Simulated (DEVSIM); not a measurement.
System: CdTe n-i-p diode, at 400 K.

| layer (left to right) | material | thickness (μm) | Nd (cm⁻³) | Na (cm⁻³) | τn (s) | τp (s) |
|---|---|---|---|---|---|---|
| 1 | CdTe | 0.390 | 4.6e17 | - | 1.5e-8 | 1.5e-8 |
| 2 | CdTe | 50.0 | - | 2.3e13 | 1.5e-8 | 1.5e-8 |
| 3 | CdTe | 0.410 | - | 1.5e18 | 1.5e-8 | 1.5e-8 |

Left contact: ohmic. Right contact: ohmic. Voltage is applied to the left contact. Recombination: SRH at mid-gap. Mobility is constant in doping.

Constants are typed, rounded textbook-type inputs, not results; the design itself was drawn at random and stands for no fabricated device. Values at 300 K; Nc and Nv go as T^1.5, mobilities as T to minus their exponent, the gap by Varshni's rule with the affinity fixed.

```csv
parameter,CdTe
gap (eV),1.5
affinity (eV),4.28
permittivity,10.2
Nc (cm⁻³),8e17
Nv (cm⁻³),1.8e19
μn (cm²/Vs),1000
μp (cm²/Vs),80
T exponent of μn,1.7
T exponent of μp,1.5
Varshni α (eV/K),0.00031
Varshni β (K),108
```

DEVSIM, 1D drift-diffusion, Boltzmann statistics, complete ionisation; no tunnelling, impact ionisation, image-force lowering or self-heating.

Give the dark forward current.


(V (V), J (A/cm²)): (-0.05, -1.6e-6); (-0.15, -1.2e-5); (-0.25, -6.5e-5); (-0.35, -0.00034); (-0.45, -0.0015); (-0.55, -0.0040); (-0.65, -0.0075); (-0.75, -0.012); (-0.85, -0.016); (-0.95, -0.021); (-1.05, -0.027); (-1.15, -0.033); (-1.25, -0.039); (-1.35, -0.046); (-1.45, -0.053); (-1.55, -0.061); (-1.65, -0.069); (-1.75, -0.078); (-1.85, -0.088); (-1.95, -0.098)
